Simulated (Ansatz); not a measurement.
Band gap of SiO₂ (P4₁2₁2, No. 92) at several levels of theory

No measured value is used here.

```
level (code)                 value (eV)  cell (Å³/atom)
------------------------  -------------  --------------
LDA (Ansatz)              5.52 (direct)           14.11
PBE (Ansatz)              5.77 (direct)           14.11
PBE-D4 (Ansatz)                    5.66           13.76
r²SCAN (Ansatz)           6.39 (direct)           14.11
r²SCAN0 (Ansatz)          8.67 (direct)           14.11
G0W0@PBEsol+SOC (Ansatz)    9.26 ± 0.02           14.27
```

Computed values are for a static lattice.  A ± on a computed value is a rough bar: the spread of its extrapolation, a floor set from checks against published values, or a statistical error. PBE-D4: the gap is read on the k mesh or supercell of the run alone and can be too large. Values are at the measured cell; PBE-D4 at the level's own equilibrium cell. Cutoffs and k meshes differ between the levels. Ansatz's density-functional and Hartree–Fock values are scalar-relativistic unless marked +SOC, with PAW data made under PBE.

Ansatz is an electronic-structure program.
